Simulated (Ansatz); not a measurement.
Results of r²SCAN+rVV10 (PAW; Ansatz, a program for electronic structure) for C (model structure, Pn-3m, No. 224, 10 atoms in the cell).

Settings: plane-wave cutoff 560 eV, 8×8×8 k mesh, Fermi–Dirac smearing 0.01 eV, scalar-relativistic PAW data made under PBE.

Computed at the level's own relaxed cell.

```
C
1.0
    4.80317     0.00000     0.00000
    0.00000     4.80317     0.00000
    0.00000     0.00000     4.80317
C
10
Cartesian
  0.00000   0.00000   0.00000
  2.40158   2.40158   2.40158
  0.85449   0.85449   0.85449
  1.54709   1.54709   1.54709
  0.85449   3.94868   3.94868
  1.54709   3.25607   3.25607
  3.94868   0.85449   3.94868
  3.25607   1.54709   3.25607
  3.94868   3.94868   0.85449
  3.25607   3.25607   1.54709
```

List the 27 lowest band energies at Γ above −25 eV (eV, relative to the valence band maximum), grouping those that round alike.

At Γ: -17.64, -16.45, -13.68 (×3), -11.47, -8.89 (×3), -6.92 (×3), -3.39 (×2), -0.65 (×3), -0.57 (×3), 4.57 (×3), 4.76 (×2), 6.22, 8.74.

Note: the relaxation could raise the start's symmetry but not lower it, so the cell can be a saddle point.

A model structure was made by putting elements into a prototype or built by hand; it is no filed structure, need not be a known phase, and can be a saddle point held by its symmetry.
